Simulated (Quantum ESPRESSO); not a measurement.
Band structure of ErO (P6_3/mmc, 4 atoms in the cell).

```yaml
crystal:
  lattice:
    - [3.96325, 0.00000, 0.00000]
    - [-1.98162, 3.43228, 0.00000]
    - [0.00000, 0.00000, 4.76082]
  atoms:
    - { symbol: Er, position: [0.33333, 0.66667, 0.75000], spin: 3.0 }
    - { symbol: Er, position: [0.66667, 0.33333, 0.25000], spin: 3.0 }
    - { symbol: O, position: [0.33333, 0.66667, 0.25000] }
    - { symbol: O, position: [0.66667, 0.33333, 0.75000] }
```
(The spins are starting values, not results.)

Computed with LDA (PZ), SSSP 1.1.2 efficiency (PBE) pseudopotentials (plane waves; Quantum ESPRESSO).

Settings: ecutwfc = 55 Ry; ecutrho = 440 Ry; occupations = smearing; smearing = gauss; degauss = 0.0073499 Ry; nspin = 2; input_dft = pz; potentials = {Er: Er.GGA-PBE-paw-v1.0.UPF, O: O.pbe-n-kjpaw_psl.0.1.UPF}; K_POINTS = automatic 4 4 3 0 0 0; conv_thr = 1e-10 Ry; mixing_beta = 0.2.

The starting cell comes from a database of computed structures (which also holds hypothetical and non-ambient phases and stackings), without a prior relaxation at this level. Spin-orbit coupling is off. The magnetic order is the one reached from the typed start; others were not searched systematically. With U or open f shells several self-consistent states can exist. The f electrons are in the valence without U or exact exchange, which can misplace them near the Fermi level. Spin-orbit terms, which matter for f shells, are left out.

Levels in eV from the Fermi level, bands 27 to 34 of the first spin channel:
```tsv
point	27	28	29	30	31	32	33	34
Γ	-1.67	-1.63	-1.49	-1.49	-0.77	1.93	1.93	4.10
M	-1.67	-1.66	-1.48	-1.37	0.58	0.66	0.98	3.82
K	-1.66	-1.52	-1.52	-1.34	-0.79	-0.41	3.72	3.73
A	-1.63	-1.63	-1.63	-1.63	0.91	0.91	4.30	4.30
L	-1.64	-1.64	-1.63	-1.63	1.35	1.35	3.69	3.69
H	-1.66	-1.66	-1.59	-1.59	0.49	0.49	3.92	3.92
```

Bands cross the Fermi level along this path, so the cell is metallic at this level.

The net moment of the cell came out as 4.31 μB.
